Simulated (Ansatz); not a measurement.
## AlN, response to strain

Base system: AlN in the zinc blende structure (space group F-43m, No. 216; a = 4.378 Å). Axes: x, y, z lie along the cube axes.

Strains are applied to the cell and any free atomic positions relax; under biaxial strain the out-of-plane vector relaxes too.

The values are results of Ansatz (a program for electronic structure), PBEsol, PAW, cutoff 420 eV, scalar-relativistic without spin-orbit coupling, not measurements.

Candidates:
(a) biaxial strain +2.00 %, plane normal [001], relaxed out of plane
(b) biaxial strain +0.50 %, plane normal [001], relaxed out of plane
(c) biaxial strain +1.50 %, plane normal [001], relaxed out of plane
(d) biaxial strain −1.50 %, plane normal [001], relaxed out of plane
(e) biaxial strain +1.00 %, plane normal [001], relaxed out of plane

Base values:

Band gap: 3.19 eV

Question: Order them by band gap, lowest first.

Answer: (a) biaxial strain +2.00 %, plane normal [001], relaxed out of plane (2.96 eV), (c) biaxial strain +1.50 %, plane normal [001], relaxed out of plane (3.01 eV), (e) biaxial strain +1.00 %, plane normal [001], relaxed out of plane (3.07 eV), (d) biaxial strain −1.50 %, plane normal [001], relaxed out of plane (3.10 eV), (b) biaxial strain +0.50 %, plane normal [001], relaxed out of plane (3.13 eV)

Whether these cells are dynamically stable was not tested. This is not the structure that AlN has at room temperature and ambient pressure.
